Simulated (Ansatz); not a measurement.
## HgTe: pressure series

The parent structure is HgTe in the zinc blende structure (space group F-43m, No. 216).

```xyz
2
Lattice="0.0000 3.2549 3.2549 3.2549 0.0000 3.2549 3.2549 3.2549 0.0000" Properties=species:S:1:pos:R:3 pbc="T T T"
Te     4.8823     4.8823     4.8823
Hg     0.0000     0.0000     0.0000
```

Cell and atoms are relaxed at each pressure.

All numbers come from Ansatz (an electronic-structure program), PBEsol, PAW, cutoff 420 eV, spin-orbit coupling left out.

| pressure (GPa) | volume per atom (Å³/atom) |
|---|---|
| -1 | 35.372 |
| 0 | 34.483 |
| 0.3 | ? |
| 0.7 | 33.940 |
| 1.5 | 33.385 |
| 3 | 32.447 |
| 5 | 31.404 |
| 7.5 | 30.331 |
| 10 | 29.436 |

**Question.** Fit the third-order Birch–Murnaghan form P(V) = (3B₀/2)[(V₀/V)^(7/3) − (V₀/V)^(5/3)]·[1 + (3/4)(B₀′ − 4)((V₀/V)^(2/3) − 1)] (squares taken in P) to the rows shown and predict the withheld row.

**Answer.** Least squares on the printed values gives V₀ = 34.488 Å³/atom, B₀ = 42.1 GPa, B₀′ = 5.1; this predicts 34.247 Å³/atom, and the run gives 34.244 Å³/atom, 0.003 lower.

Measured bulk modulus of HgTe: 42.3 GPa (temperature not stated; as listed in Cormac Toher et al., Physical Review Materials (2017)); the computed value is for a static lattice, so the two differ by thermal effects too.

A case with no gap was solved on a k-mesh chosen for an insulator, which is coarse for it. Load acts through the strain it causes; cell and atoms are relaxed under it. No phonon test of stability was made. Tetrahedral semiconductors of this kind turn to denser phases somewhere between about 1 and 50 GPa; those were not computed, so compressed cells here can lie past the real transition. All final runs are without spin polarisation.
